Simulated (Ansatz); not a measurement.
Base system: Pt in the fcc (Cu type) structure (space group Fm-3m, No. 225; a = 3.920 Å; relaxed with 0.1 eV smearing). Axes: x, y, z lie along the cube axes.

Computed with plane-wave PAW DFT at the PBEsol level (Ansatz, a quantum-chemistry and plane-wave program, 420 eV), scalar-relativistic without spin-orbit coupling.

The change: the cell is scaled by 1.0200 in all directions; the atoms relax in the strained cell.

**Question.** Predict the stress tensor and what it implies for the stiffness.

**Answer.** Stress of the strained cell less that of the base (GPa, compression positive):
```
  -14.4     0.0     0.0
    0.0   -14.4     0.0
    0.0     0.0   -14.4
```

Then B = −ΔP/(ΔV/V₀) with ΔV/V₀ = 0.0612 gives secant stiffness values (nonlinear terms included at this strain): B ≈ 236 GPa.

As a check, the harmonic strain energy −½ V₀ Δσ:ε is 41 meV/atom; the computed energy rise is 44 meV/atom.

Whether these cells are dynamically stable was not tested. All final runs are without spin polarisation. Pt lies near a magnetic instability that expansion can trigger; it was not tested.
